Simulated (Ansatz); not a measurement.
**Effective masses and thermopower of AgCl (Fm-3m)**

Given:

```yaml
crystal:
  lattice:
    - [0.00000, 2.80642, 2.80642]
    - [2.80642, 0.00000, 2.80642]
    - [2.80642, 2.80642, 0.00000]
  atoms:
    - { symbol: Ag, position: [0.00000, 0.00000, 0.00000] }
    - { symbol: Cl, position: [0.50000, 0.50000, 0.50000] }
```

All values below come from PBE, rigid bands (plane waves, PAW, scalar-relativistic; Ansatz, a program for electronic structure). Condition of this run: functional PBE, cell relaxed with it. How the cell was made: cell and atoms relaxed with PBE.

```json
{
 "band_gap": "0.93 eV",
 "electron conductivity mass (300 K, dilute)": "0.28 mₑ",
 "effective density of states N_c (300 K)": "3.6e18 cm⁻³",
 "density_of_states_mass_electrons": "0.28 mₑ",
 "Seebeck coefficient, n-type 1e19 cm⁻³, 300 K": "-146 μV/K",
 "best n-type power factor at 300 K for τ = 10 fs (best axis; densities from 1e16 to 1e21 cm⁻³ tried, whether or not they can be reached)": "2.1 μW/(cm·K²) at 1e19 cm⁻³"
}
```

Rigid bands; masses and Seebeck coefficients take one relaxation time τ for all states and one kind of carrier; polarons and phonon drag are left out. Spin-orbit coupling is left out.
